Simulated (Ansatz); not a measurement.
The parent structure is Ta in the bcc (W type) structure (space group Im-3m, No. 229; a = 3.2541 Å; relaxed with 0.1 eV smearing). Axes: x, y, z lie along the cube axes.

Computed with DFT with LDA, PAW potentials and a 420 eV plane-wave cutoff in Ansatz (a program for electronic structure), scalar-relativistic without spin-orbit coupling.

Perturbation: uniaxial strain ε_zz = +0.50 %, all other strain components held at zero; the atoms relax in the strained cell.

Question: What does the calculation give for the stress after the change?

Answer: The stress (xx, yy, zz, yz, xz, xy; compression positive) amounts to (-0.9, -0.9, -1.5, 0.0, 0.0, 0.0) GPa.

Question: How does this affect the energy relative to the base?

Answer: The energy goes up by 0.4 meV/atom.

Whether these cells are dynamically stable was not tested. All final runs are without spin polarisation.
